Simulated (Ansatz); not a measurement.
# A computed series for TiSi2: response to strain

Start from TiSi$_{2}$ (space group Fddd, No. 70; a = 4.7804 Å, b = 8.2321 Å, c = 8.5219 Å). Axes: x, y, z lie along a, b, c of the conventional cell.

Strains are applied to the cell and any free atomic positions relax.

Computed with r2SCAN (Ansatz, a program for electronic structure, PAW, spin-orbit coupling left out), earlier PAW set.

Candidates:
(a) isotropic strain +4.09 %
(b) uniaxial strain ε_zz = +1.07 %
(c) uniaxial strain ε_zz = −0.66 %

Notes on the quantities. energy relative to the base: free energy F.

Question: Order them by energy relative to the base, lowest first.

Answer: (c) uniaxial strain ε_zz = −0.66 % (+0.8 meV/atom), (b) uniaxial strain ε_zz = +1.07 % (+2.0 meV/atom), (a) isotropic strain +4.09 % (+86 meV/atom)

Without a gap, meshes like the base's 13×13×13 leave anisotropic stresses uncertain by several tenths of a GPa, and small strain energies with them. Stability against distortions was not tested. The final runs are not spin-polarised.
